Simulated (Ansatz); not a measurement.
## bcc Ca (high-temperature phase)

These are r²SCAN+rVV10 in Ansatz (plane waves, PAW) values and carry that method's errors.

Settings: plane-wave cutoff 560 eV, 18×18×18 k mesh, Fermi–Dirac smearing 0.05 eV, scalar-relativistic PAW data made under PBE.

Cell (relaxed at this level):

```cif
data_Ca2
_chemical_formula_sum 'Ca2'
_space_group_name_H-M_alt 'Im-3m'
_space_group_IT_number 229
_space_group_name_Hall '-I 4 2 3'
_cell_length_a 4.40790
_cell_length_b 4.40790
_cell_length_c 4.40790
_cell_angle_alpha 90.000
_cell_angle_beta 90.000
_cell_angle_gamma 90.000
loop_
_atom_site_label
_atom_site_type_symbol
_atom_site_symmetry_multiplicity
_atom_site_Wyckoff_symbol
_atom_site_fract_x
_atom_site_fract_y
_atom_site_fract_z
_atom_site_occupancy
Ca1 Ca 2 a 0.00000 0.00000 0.00000 1
```
(The calculation used a cell of 1 atom; values per cell refer to that cell.)

```json
{
  "bulk modulus B0": "17.9 GPa",
  "band_gap": "none",
  "pressure derivative B′ of the bulk modulus": "2.7"
}
```

Note: symmetry holds this phase in the static calculation, where it need not be a minimum.

Computing time: about 80 core-seconds (a rough figure).

Ansatz is a program for electronic structure.
